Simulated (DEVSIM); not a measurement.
Structure: abrupt Ge n-p junction, at 300 K.

| layer (left to right) | material | thickness (μm) | Nd (cm⁻³) | Na (cm⁻³) | τn (s) | τp (s) |
|---|---|---|---|---|---|---|
| 1 | Ge | 0.330 | 1.1e15 | - | 0.0006 | 0.0006 |
| 2 | Ge | 4.10 | - | 5.7e14 | 0.0006 | 0.0006 |

Left contact: ohmic. Right contact: ohmic. Voltage is applied to the left contact. Recombination: SRH at mid-gap, radiative. Mobility is μmin + (μ − μmin)/(1 + (N/Nref)^α).

The device is made up for the run: typed textbook-type constants, with dimensions and the other settings drawn at random. Values at 300 K.

```csv
parameter,Ge
gap (eV),0.664
affinity (eV),4
permittivity,16
Nc (cm⁻³),1.04e19
Nv (cm⁻³),6e18
μn (cm²/Vs),3900
μp (cm²/Vs),1900
"μn,min",150
"μp,min",100
"Nref,n",2.6e17
"Nref,p",4e17
αn,0.56
αp,0.6
B (cm³/s),6.4e-14
```

Model (solved in DEVSIM): 1D drift-diffusion, Boltzmann statistics, complete ionisation; no tunnelling, impact ionisation, image-force lowering or self-heating.

Question: Give the dark forward current.

Answer: 
```csv
V (V),J (A/cm²)
-0.05,-1.1
-0.15,-18
-0.20,-43
-0.30,-140
-0.35,-210
-0.45,-410
-0.50,-520
-0.60,-780
-0.65,-910
-0.75,-1200
-0.80,-1300
-0.90,-1600
-0.95,-1800
-1.05,-2100
```
